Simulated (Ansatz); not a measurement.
Band edges of zincblende BP (F-43m) under uniaxial stress along [001]

Cell and atoms are relaxed with PBEsol to each stress (compression positive); bands and masses by PBEsol with spin-orbit coupling, rigid bands (plane waves, PAW; Ansatz, a first-principles code). Strains are changes of length against the unloaded cell.

Space group F-43m (No. 216); a = 4.520 Å, b = 4.520 Å, c = 4.520 Å, α = 90.00°, β = 90.00°, γ = 90.00°

```csv
atom,site,symmetry,x,y,z
B,4a,-43m,0.0000,0.0000,0.0000
P,4d,-43m,0.7500,0.7500,0.7500
```
(The calculation used a cell of 2 atoms; values per cell refer to that cell.)

```csv
stress (GPa),strain [001] (%),strain [100] (%),gap (eV),mₑ* [001],mₑ* [100],mₕ* [001],mₕ* [100]
-2.00,0.63,-0.12,1.052,0.24,0.40,0.37,0.43
-1.00,0.31,-0.06,1.075,0.25,0.39,0.41,0.43
0,0,0,1.102,0.33,0.33,0.42,0.42
1.00,-0.32,0.06,1.048,0.65,0.26,0.43,0.43
2.00,-0.64,0.12,0.991,1.15,0.24,0.46,0.40
```

[001] is the direction of the load; [010] strains as [100]. Masses are conductivity masses at 300 K in electron masses.

Problem. From the two loads next to zero, find the Young modulus and the ratio of transverse to axial strain.

Solution. Between -1.00 and 1.00 GPa the strain along [001] changes by -0.63 % and that along [100] by 0.12 %. The modulus is 2.00/0.0063 = 320 GPa and the ratio of the strains 0.19 (PBEsol, atoms relaxed). Along [001] C₁₁ = E(1 − ν)/((1 + ν)(1 − 2ν)) and C₁₂ = C₁₁ν/(1 − ν), which gives C₁₁ ≈ 350 GPa and C₁₂ ≈ 82 GPa.

Problem. How fast does the gap move on either side of zero load?

Solution. Under tension, (1.052 − 1.102) eV over -2.00 GPa = 25 meV/GPa, or about -7.9 eV per unit strain; under compression, (1.048 − 1.102) eV over 1.00 GPa = -54 meV/GPa, or about 17 eV per unit strain. The two slopes part by 79 meV/GPa; gaps are resolved to about 0.01 eV, which allows 15 meV/GPa, so they differ, even in sign: the gap has a turning point near zero load.

Problem. Take the carrier density and the relaxation time as fixed, so that ρ ∝ m*. What gauge factor (Δρ/ρ)/ε follows for current along [001] at the loads next to zero?

Solution. electrons at -1.00 GPa: (0.25/0.33 − 1)/0.0031 ≈ -78; electrons at 1.00 GPa: (0.65/0.33 − 1)/-0.0032 ≈ -300. These are means over a finite load; the small-strain gauge factor differs, most where the load has already emptied the upper valleys or bands. Carriers and loads whose mass moves by under 12 % aren't resolved and aren't listed. The change of shape, which adds a term of order 1 to 2, and that of the scattering between valleys or bands are left out.

Masses are those of dilute carriers in rigid bands with one relaxation time, without polarons. Third decimals of gaps are kept for the arithmetic. Every relaxation keeps the zincblende phase (space group I-4m2 under this load), so a transition, a distortion that breaks the symmetry or fracture can't show.
